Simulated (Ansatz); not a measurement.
Consider KZnF₃ in the cubic perovskite structure (space group Pm-3m, No. 221).

```
KZnF3
1.0
    4.05228     0.00000     0.00000
    0.00000     4.05228     0.00000
    0.00000     0.00000     4.05228
K Zn F
1 1 3
Direct
  0.00000   0.00000   0.00000
  0.50000   0.50000   0.50000
  0.50000   0.00000   0.50000
  0.00000   0.50000   0.50000
  0.50000   0.50000   0.00000
```

Cartesian axes are those of the cell as printed.

Level of theory: PBEsol, PAW, 420 eV (Ansatz, a first-principles code; no spin-orbit coupling).

For the base:

```
Property            Value
---------------  --------
Pressure         0.01 GPa
Volume per atom  13.31 Å³
Band gap          3.71 eV
```

Modification: tensile biaxial strain of 0.50 % in the plane normal to [111], as in epitaxy on a mismatched substrate; the out-of-plane cell vector and the atoms relax.

Task: What happens to the pressure, volume per atom and band gap?

Result: The pressure (mean of the normal stresses, compression positive) decreases by 0.43 GPa (0.01 GPa → -0.42 GPa); the volume per atom rises by 0.07 Å³, from 13.31 Å³ to 13.38 Å³; the band gap decreases by 0.014 eV, from 3.71 eV to 3.69 eV.

Whether these cells are dynamically stable was not tested. Many cubic perovskites are stable only at high temperature; tilts and polar distortions were not tested.
